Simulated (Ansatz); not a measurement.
**A computed series for TiSi2: pressure series**

The parent structure is TiSi₂ (space group Fddd, No. 70; a = 4.8062 Å, b = 8.2647 Å, c = 8.5654 Å).

Cell and atoms are relaxed at each pressure.

Method: plane-wave PAW DFT at the PBE level (Ansatz, an electronic-structure program, 420 eV), spin-orbit coupling left out.

Notes on the quantities. enthalpy: H = E + PV relative to the base's energy.

```csv
case,volume per atom,enthalpy
base,14.18 Å³,–
pressure −2 GPa,[?],-0.18 eV/atom
pressure −1 GPa,14.28 Å³,-0.09 eV/atom
pressure 3 GPa,13.89 Å³,+0.26 eV/atom
pressure 7 GPa,13.55 Å³,+0.61 eV/atom
pressure 15 GPa,12.98 Å³,+1.27 eV/atom
pressure 30 GPa,12.16 Å³,+2.44 eV/atom
pressure 50 GPa,11.35 Å³,+3.91 eV/atom
pressure 75 GPa,10.61 Å³,+5.62 eV/atom
pressure 100 GPa,10.04 Å³,+7.23 eV/atom
```

Q: Some entries are withheld; estimate them.

A: 
- pressure −2 GPa, volume per atom: 14.39 Å³

Load acts through the strain it causes; cell and atoms are relaxed under it. Stability against distortions was not tested. No other phases were tried under pressure. All final runs are without spin polarisation.
